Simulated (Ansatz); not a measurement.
The starting structures come from a database of crystals and need not be the phases stable at ambient conditions.

 Where the default PAW files enter, the runs use the earlier of Ansatz's two default sets.

Given:

```xyz
12
Lattice="4.7294 0.0000 0.0000 0.0000 7.5011 0.0000 0.0000 0.0000 4.8259" Properties=species:S:1:pos:R:3 pbc="T T T"
Te     4.6005     0.0000     0.1315
Te     2.2358     1.8753     2.2814
Te     0.1289     3.7505     4.6944
Te     2.4936     5.6258     2.5444
O      4.0697     6.1154     1.2544
O      1.1353     0.4896     1.7398
O      0.6597     2.3649     3.5714
O      3.5940     4.2401     3.0861
O      3.0244     7.0115     3.6674
O      1.2293     5.1362     4.1527
O      1.7050     3.2609     1.1585
O      3.5000     1.3857     0.6732
```

Space group of this cell: P2_12_12_1. The cell is strained (lengths across the current scaled by 0.98, ions clamped); by r2SCAN its mean pressure is 7.5 GPa.

Transport runs along the normal of the first two printed cell vectors.

The gap is the functional's own. No spin-orbit coupling. Mid-gap values are interpolated on the energy grid.

Q: Give the band gap and the smallest decay constant κ at mid-gap that r2SCAN run with Ansatz (a program for electronic structure) yields.

A: Gap 3.68 eV on a 6×4×6 mesh; κ = 0.425 1/Å, at (0.333, 0.000) of the in-plane reciprocal vectors. At the zone centre, at the nearest computed energy, the slowest state has κ = 0.45 1/Å.
